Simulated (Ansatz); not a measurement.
The reference is InAs in the zinc blende structure (space group F-43m, No. 216; a = 6.0874 Å).

The values are results of plane-wave PAW DFT at the PBEsol level (Ansatz, a program for electronic structure, 420 eV), no spin-orbit coupling, earlier PAW set, not measurements.

For the base:

| Quantity | Value |
|---|---|
| Pressure | 0.0 GPa |
| Band gap | zero |

Modification: an isotropic linear strain of +1.71 %, atoms relaxed at fixed cell.

Question: Estimate the effect on the energy relative to the base, pressure and band gap.

Answer: The energy rises by 12 meV/atom; the pressure goes from zero to -2.5 GPa; the band gap is still zero.

The mesh was chosen for an insulator and is coarse for the gapless case. Whether these cells are dynamically stable was not tested. All final runs are without spin polarisation. A zero or small gap of InAs can be the functional's error rather than a property of the material.
